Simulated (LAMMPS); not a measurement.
LAMMPS 22 Jul 2025, classical MD, AIREBO (CH.airebo): C, 1728 atoms.

```json
{
 "task": "MD, nve",
 "potential": "AIREBO, CH.airebo",
 "copies_of_the_repeat_unit": "6×6×6",
 "shape (slab and sphere leave vacuum in the box)": "bulk",
 "steps": "400",
 "timestep": "0.5 fs",
 "thermo": "50",
 "newton": "on (default)",
 "atom_modify sort (bins of 2 Å where set)": "1000 (default)",
 "comm_style": "brick (default)",
 "box": "21.4 × 21.4 × 21.4 Å",
 "start": "generated diamond lattice, warmed in an untimed run"
}
```

All runs start from one configuration, warmed at this fixed volume for 300 steps under a thermostat at 1600 K. The run at a skin of 2 Å has a mean temperature of 1600 K and a mean pressure of 10.1 GPa.

One run each, on a shared machine, so no times are given.

With neigh_modify every 1 delay 0 check yes, skins of 0.1, 0.3, 0.5, 1, 1.5, 2, 3 Å were run. Further schedules:
- skin 1 Å, every 10 delay 0 check yes
- skin 2 Å, every 20 delay 0 check no
- skin 1 Å, every 100 delay 0 check no
- skin 2 Å, every 1 delay 10 check yes
- skin 1 Å, every 20 delay 0 check no
- skin 1 Å, every 1 delay 10 check yes
- skin 0.3 Å, every 1 delay 10 check yes

A schedule rebuilds too seldom if it shows a dangerous build, rebuilds less often than the check at every step does at that skin, or fails.

**Question.** Name the settings that rebuild less often than the motion of the atoms asks.

**Answer.** With the check at every step the rebuilds are 137 at 0.1 Å, 54 at 0.3 Å, 32 at 0.5 Å, 0 at 1 Å, 0 at 1.5 Å, 0 at 2 Å, 0 at 3 Å. Too seldom: skin 0.3 Å, every 1 delay 10 check yes.

```tsv
setting	rebuilds	dangerous builds	list entries an atom	change of the total energy (meV/atom)
skin 0.1 Å, every 1 delay 0 check yes	137	—	797	−0.019
skin 0.3 Å, every 1 delay 0 check yes	54	—	857	−0.019
skin 0.5 Å, every 1 delay 0 check yes	32	—	901	−0.019
skin 1 Å, every 1 delay 0 check yes	0	—	1060	−0.019
skin 1.5 Å, every 1 delay 0 check yes	0	—	1180	−0.019
skin 2 Å, every 1 delay 0 check yes	0	—	1340	−0.019
skin 3 Å, every 1 delay 0 check yes	0	—	1720	−0.019
skin 1 Å, every 10 delay 0 check yes	0	0	1060	−0.019
skin 2 Å, every 20 delay 0 check no	20	not counted	1340	−0.019
skin 1 Å, every 100 delay 0 check no	4	not counted	1060	−0.019
skin 2 Å, every 1 delay 10 check yes	0	0	1340	−0.019
skin 1 Å, every 20 delay 0 check no	20	not counted	1060	−0.019
skin 1 Å, every 1 delay 10 check yes	0	0	1060	−0.019
skin 0.3 Å, every 1 delay 10 check yes	40	40	857	−0.019
```

Where the energy changes as in the checked runs, the late rebuilds cost nothing that shows in this run. List entries are as LAMMPS prints them (Ave neighs/atom).
